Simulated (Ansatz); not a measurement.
The structure below was relaxed with r2SCAN/PAW in Ansatz (a quantum-chemistry and plane-wave program), no spin-orbit coupling, earlier PAW set, at pressure −2 GPa.

Space group Pca2₁ (No. 29); a = 5.265 Å, b = 5.044 Å, c = 5.076 Å, α = β = γ = 90.00°

| atom | site | symmetry | x | y | z |
|---|---|---|---|---|---|
| Hf | 4a | 1 | 0.0325 | 0.2666 | 0.2495 |
| O | 4a | 1 | 0.3659 | 0.0682 | 0.1073 |
| O | 4a | 1 | 0.2699 | 0.5374 | 0.4991 |

**Question.** Write out a cell with all atoms.

**Answer.** 
```cif
data_Hf4O8
_chemical_formula_sum 'Hf4 O8'
_space_group_name_H-M_alt 'P 1'
_space_group_IT_number 1
_cell_length_a 5.26517
_cell_length_b 5.04409
_cell_length_c 5.07580
_cell_angle_alpha 90.000
_cell_angle_beta 90.000
_cell_angle_gamma 90.000
loop_
_space_group_symop_operation_xyz
  'x, y, z'
loop_
_atom_site_label
_atom_site_type_symbol
_atom_site_fract_x
_atom_site_fract_y
_atom_site_fract_z
_atom_site_occupancy
Hf1 Hf 0.03247 0.26658 0.24954 1
Hf2 Hf 0.96753 0.73342 0.74954 1
Hf3 Hf 0.53247 0.73342 0.24954 1
Hf4 Hf 0.46753 0.26658 0.74954 1
O1 O 0.36587 0.06824 0.10734 1
O2 O 0.63413 0.93176 0.60734 1
O3 O 0.86587 0.93176 0.10734 1
O4 O 0.13413 0.06824 0.60734 1
O5 O 0.23009 0.53742 0.99912 1
O6 O 0.76991 0.46258 0.49912 1
O7 O 0.73009 0.46258 0.99912 1
O8 O 0.26991 0.53742 0.49912 1
```
This is the conventional cell.

Load acts through the strain it causes; cell and atoms are relaxed under it. Stability against distortions was not tested. The cell was made from HfO₂ (space group Pca2_1, No. 29) by this change: pressure −2 GPa. This is not the structure that HfO2 has at room temperature and ambient pressure.
